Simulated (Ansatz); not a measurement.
The starting structures come from a database of crystals and need not be the phases stable at ambient conditions.

 Where the default PAW files enter, the runs use the earlier of Ansatz's two default sets.

# Evanescent states of LaCuSeO (P4/nmm, not sure to be the ambient phase, 8 atoms a cell, 18.3 Å³ an atom) along the normal of (001)

Level of theory: r2SCAN (plane waves, PAW; Ansatz, a quantum-chemistry and plane-wave program).

No gap correction and no spin-orbit coupling; mid-gap values are interpolated between computed energies.

Energies count from the valence-band top; κ is the least over a 8×8 mesh across the current.

```
E (eV)  κ (1/Å)  where
------  -------  -----
0.05      0.151      Γ
0.15      0.214      Γ
0.25      0.222      Γ
0.35      0.227      Γ
0.45      0.231      Γ
0.55      0.233      Γ
0.65      0.234      Γ
0.75      0.234      Γ
0.85      0.233      Γ
0.95      0.230      Γ
1.05      0.226      Γ
1.15      0.221      Γ
1.25      0.215      Γ
1.35      0.206      Γ
1.45      0.196      Γ
1.55      0.184      Γ
1.65      0.168      Γ
1.75      0.149      Γ
1.85      0.123      Γ
```

Problem. How thick must the barrier be to attenuate the transmission by 10^6 when the electrodes' Fermi level lies at 0.15 eV, and what attenuation does that film give at 0.95 eV?

Solution. d = 6 ln 10 / (2 × 0.214) = 32.3 Å. At 0.95 eV it gives 6 × 0.230/0.214 = 6.4 decades.
